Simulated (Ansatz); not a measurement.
Equilibrium lattice constant a of CdO (model structure, started from the tenorite type, Fm-3m, No. 225, 4 atoms in the cell) at several levels of theory

No measured value is used here.

Task: Put these levels in order of the equilibrium lattice constant a that they give for CdO (model structure, started from the tenorite type, Fm-3m, No. 225, 4 atoms in the cell), smallest first: PBE (Ansatz, an electronic-structure program), PBE-D3(BJ) (Ansatz), PBEsol (Ansatz).

Result: PBEsol (4.690 Å), PBE-D3(BJ) (4.727 Å), PBE (4.767 Å)

Ansatz's density-functional and Hartree–Fock values are scalar-relativistic unless marked +SOC, with PAW data made under PBE.

A model structure was made by putting elements into a prototype or built by hand; here it ended with the formula and space group of a phase in our tables.
